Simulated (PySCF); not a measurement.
PySCF 2.14.0, B3LYP/def2-svp, df: Cr(NH)(NMe)(Cl)(NH2) (C[N]=[Cr](=[NH])([NH2])[Cl]), 12 atoms. The geometry is a generated start, not checked to be a minimum at this level.

- task = energy
- method = b3lyp
- basis = def2-svp
- two-electron scheme = density fitting
- mol.max_memory = 3000 MB
- mf.max_cycle = 100
- mf.init_guess = minao (default)
- mf.DIIS = CDIIS (default)
- mf.conv_tol = 1e-09 (default)
- mf.grids.level = 3 (default)
- basis functions = 135
- grid points = 154456

```xyz
12

Cr    -0.7159     0.4033     0.4584
N     -2.0859    -0.4792     0.2985
H     -2.8413    -1.1052     0.0507
N      0.4706     0.1926    -0.6542
C      1.2826    -0.1599    -1.7289
H      1.8396    -1.0753    -1.4949
H      0.6791    -0.3465    -2.6275
H      2.0017     0.6396    -1.9468
Cl    -1.2509     2.4236     0.4073
N      0.0516    -0.0287     2.0701
H      1.0395    -0.1310     2.2780
H     -0.4707    -0.3333     2.8893
```

Charge 0 and multiplicity 1 are set for this test and not shown to be the ground state.

One run each on 2 threads, 1 BLAS thread. Values of diis_space tried: 3, 5, 8 (default), 12, 20.

**Question.** Predict the course of the Fock builds along this series.

**Answer.** Fewest Fock builds, within one of each other: 8 (default) with 23, 12 with 22, 20 with 22. The count rises to 25 at 5. The run ends without SCF convergence in 100 cycles at 3.

```tsv
diis_space	Fock builds	end
3	101	no convergence
5	25	same solution
8 (default)	23	same solution
12	22	same solution
20	22	same solution
```
